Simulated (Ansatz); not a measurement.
Start from Na2S in the anti-fluorite structure (space group Fm-3m, No. 225).

```cif
data_Na8S4
_chemical_formula_sum 'Na8 S4'
_space_group_name_H-M_alt 'Fm-3m'
_space_group_IT_number 225
_space_group_name_Hall '-F 4 2 3'
_cell_length_a 6.50140
_cell_length_b 6.50140
_cell_length_c 6.50140
_cell_angle_alpha 90.000
_cell_angle_beta 90.000
_cell_angle_gamma 90.000
loop_
_atom_site_label
_atom_site_type_symbol
_atom_site_symmetry_multiplicity
_atom_site_Wyckoff_symbol
_atom_site_fract_x
_atom_site_fract_y
_atom_site_fract_z
_atom_site_occupancy
Na1 Na 8 c 0.25000 0.25000 0.25000 1
S1 S 4 a 0.00000 0.00000 0.00000 1
```
(The calculation used a cell of 3 atoms; values per cell refer to that cell.)

Method: Ansatz (an electronic-structure program), PBEsol, PAW, cutoff 420 eV, scalar-relativistic without spin-orbit coupling.

Base values:

| Quantity | Value |
|---|---|
| Shortest interatomic distance | 2.815 Å |
| Width of the top valence band | 0.61 eV |
| Valley order | Γ 2.43 eV; X along ⟨100⟩ 3.70 eV |

Modification: cell and atoms relaxed at a pressure of 5 GPa.

**Question.** How does this affect the shortest interatomic distance, width of the top valence band and valley order?

**Answer.** The shortest interatomic distance falls by 0.118 Å, from 2.815 Å to 2.697 Å; the width of the top valence band goes up by 0.076 eV (0.61 eV → 0.68 eV); the valley order (the lowest conduction-band minima on the path, energy above the VBM, named in the base's zone) becomes Γ 2.87 eV; X along ⟨100⟩ 3.74 eV (base: Γ 2.43 eV; X along ⟨100⟩ 3.70 eV).

The levels and masses belong to the bands next to the band gap. Load acts through the strain it causes; cell and atoms are relaxed under it. No phonon test of stability was made. No other phases were tried under pressure.
